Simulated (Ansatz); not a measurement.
Ansatz (a first-principles code) run on TiBr₂ (P1, 3 atoms in the cell): self-consistent single point.

Method: PBE (plane waves, PAW; Ansatz).

```yaml
crystal:
  lattice:
    - [2.01047, 1.16074, 6.09518]
    - [-2.01047, 1.16074, 6.09518]
    - [0.00000, -2.32149, 6.09518]
  atoms:
    - { symbol: Ti, position: [0.98391, 0.00212, 0.01328] }
    - { symbol: Br, position: [0.26004, 0.25224, 0.24714] }
    - { symbol: Br, position: [0.75606, 0.74565, 0.73958] }
```

Reference input (self-consistent single point, DFT, PBE, plane waves, default PAW files): basis.ecutwfc = 420 eV; kpoints.mp_grid.grid = 7 7 7; hamiltonian.xc = pbe; hamiltonian.pseudopotentials = {kind: paw} (the program's default PAW files); scf.occupations.method = cold; scf.occupations.width = 0.272 eV. This run's input differs from it in these lines:

Ansatz 0.2 input:
```diff
@@ -18,3 +18,3 @@
 scf:
-  occupations: { method: cold, width: 0.272 }
+  occupations: { method: cold, width: 0.3 }
 output:
```

The program printed (abridged):

```
SCF iter   1: F=—  HF=-8068.601178 eV  |F-HF|=—  |Δ(HF+E_count)|=         —  Δρ=2.50e-3  dr2=2.45e-3  ethr=1.77e-3  ⟨swp⟩=5.1  Hψ=14484  notcnv=0
all-band conjugate gradients solve this SCF's bands
preconditioner: auto → LDOS
SCF iter   2: F=—  HF=-8068.602787 eV  |F-HF|=—  |Δ(HF+E_count)|=   1.61e-3  S|Δr|=    0.00e0  Δρ=1.78e-3  dr2=1.30e-3  ethr=9.43e-6  ⟨swp⟩=2.2  Hψ=6621  notcnv=0
   [... lines left out ...]
SCF iter   6: F=—  HF=-8068.602420 eV  |F-HF|=—  |Δ(HF+E_count)|=   2.05e-7  S|Δr|=    0.00e0  Δρ=2.69e-5  dr2=6.22e-7  ethr=1.10e-8  ⟨swp⟩=2.0  Hψ=3805  notcnv=0
SCF iter   7: F=—  HF=-8068.602420 eV  |F-HF|=—  |Δ(HF+E_count)|=   4.47e-8  S|Δr|=    0.00e0  Δρ=1.15e-5  dr2=1.31e-7  ethr=2.39e-9  ⟨swp⟩=2.0  Hψ=3245  notcnv=0
SCF iter   8: F=-8068.602420 eV  HF=-8068.602420 eV  |F-HF|=1.16e-10  |Δ(HF+E_count)|=  1.18e-10  S|Δr|=    0.00e0  Δρ=3.93e-6  dr2=1.57e-8  ethr=3.85e-10  ⟨swp⟩=4.9  Hψ=11686  notcnv=0
SCF 1 converged in 8 iterations: F = -8068.602420 eV  dr2 = 1.57e-8
Stability not checked (fill_not_monotonic)
Free energy (F): -8068.602420 eV
Internal energy: -8068.538971 eV  (E = F + TS)
E sigma→0 (E₀):  -8068.581270 eV
Entropy (-TS):   -0.063450 eV (-21.150 meV/atom)
Fermi energy:    6.578264 eV
--- Forces (eV/Å), atoms counted from 1 ---
  atom   1  Ti     0.21525597     0.28042815     0.03612955
  atom   2  Br    -0.12201019    -0.13045510     0.17795582
  atom   3  Br    -0.09324255    -0.14996893    -0.21408687
--- Stress (GPa, compression-positive) ---
       -6.342099       0.069304       0.078872
        0.069304      -6.309563      -0.052647
        0.078871      -0.052647       0.270489
  P = ⅓ Tr σ = -4.1271 GPa (-41.271 kbar)
  The stress holds the Pulay correction. Without it, at fixed plane waves, as pw.x and ABINIT print it: P = -4.1378 GPa
```

The run converged in 8 iterations. Against the reference run the free energy falls by 1.7 meV/atom, the pressure moves little (-4.18 to -4.13 GPa) and the largest force hardly changes (0.354 to 0.355 eV/Å).

The starting cell was generated: these elements placed on a structure prototype, without a prior relaxation; it need not be a known phase or ordering of this composition. Its atoms were displaced at random from the sites of space group no. 166. Spin polarisation is off, so a magnetic state, if there is one, cannot be reached. With a pressure of about -4 GPa the cell is away from its equilibrium volume at this level. Ansatz's pressure includes its estimate of the finite-basis (Pulay) stress.
